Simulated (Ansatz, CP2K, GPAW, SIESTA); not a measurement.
**One structure in several programs: K₂SnHgTe₄ (I-42m, 8 atoms in the cell)**

Self-consistent single point.

```xyz
8
Lattice="-4.3935 4.3935 3.7358 4.3935 -4.3935 3.7358 4.3935 4.3935 -3.7358" Properties=species:S:1:pos:R:3 pbc="T T T"
K      0.0000     4.3935     0.0000
K      4.3935     0.0000     0.0000
Sn     0.0000     0.0000     0.0000
Hg     0.0000     0.0000     3.7358
Te     1.5410    -1.5410     5.6948
Te     2.8525     2.8525    -1.9589
Te    -1.5410     1.5410     5.6948
Te     1.5410     1.5410     1.7769
```

Shared settings, as Ansatz (a quantum-chemistry and plane-wave program) writes them: kpoints.mp_grid.grid = 3 3 3; scf.occupations.method = fixed. Potentials and cutoffs stand in the table.

```csv
code,model,pressure (GPa),largest force (eV/Å),gap on the mesh (eV),cutoff
SIESTA,"GGA PBEsol, numerical atomic orbitals DZP, PseudoDojo PBEsol standard norm-conserving potentials (rewritten from UPF to PSML)",-1.11,0.197,1.067,grid 400 Ry
CP2K,"PBEsol, GPW, DZVP-MOLOPT-SR-GTH basis, GTH-PBE potentials (GTH_POTENTIALS)",-0.67,0.128,1.038,grid 500 Ry
Ansatz,"PBEsol, default PAW files made with PBE",-1.74,0.214,1.043,420 eV
GPAW,"PBEsol, GPAW PAW datasets PBEsol (made by gpaw-setup)",-1.84,0.240,1.052,550 eV
```

Gaps are read on the mesh.

On Ansatz's run: spin-orbit coupling is off.

The spread over the programs that give each value: pressure within 1.17 GPa; largest force within 0.112 eV/Å; gap on the mesh within 0.029 eV.

SIESTA and CP2K use small atom-centred bases, whose incompleteness enters pressures, forces and empty levels differently from a plane-wave cutoff. Ansatz's pressure is given at a fixed set of plane waves, as the other plane-wave codes print theirs. In the pressure, CP2K (by 1.12) lies more than 1 GPa from the median of the plane-wave programs. In the force vectors, SIESTA (by 0.377) and CP2K (by 0.337) lie more than 0.08 eV/Å from the median of the plane-wave programs.

The starting cell comes from a database of computed structures (which also holds hypothetical and non-ambient phases and stackings), without a prior relaxation at this level.

Keys are those of Ansatz 0.2.
